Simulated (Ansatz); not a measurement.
Base system: BP in the zinc blende structure (space group F-43m, No. 216; a = 4.520 Å). Axes: x, y, z lie along the cube axes.

Level of theory: PBEsol (Ansatz, a program for electronic structure, PAW, no spin-orbit coupling).

Before the change:

| Item | Value |
|---|---|
| Band gap | 1.11 eV |
| Smallest direct gap | 3.38 eV |

The change: compressive biaxial strain of 0.91 % in the plane normal to [001], as in epitaxy on a mismatched substrate; the out-of-plane cell vector and the atoms relax.

Problem. How does this affect the band gap, in-plane stress, smallest direct gap and energy relative to the base?

Solution. The band gap drops by 0.12 eV to 0.99 eV; the mean in-plane stress (compression positive) comes out as +3.7 GPa; the smallest direct gap falls by 0.05 eV, from 3.38 eV to 3.33 eV; the energy grows by 2.4 meV/atom.

Stability against distortions was not tested.
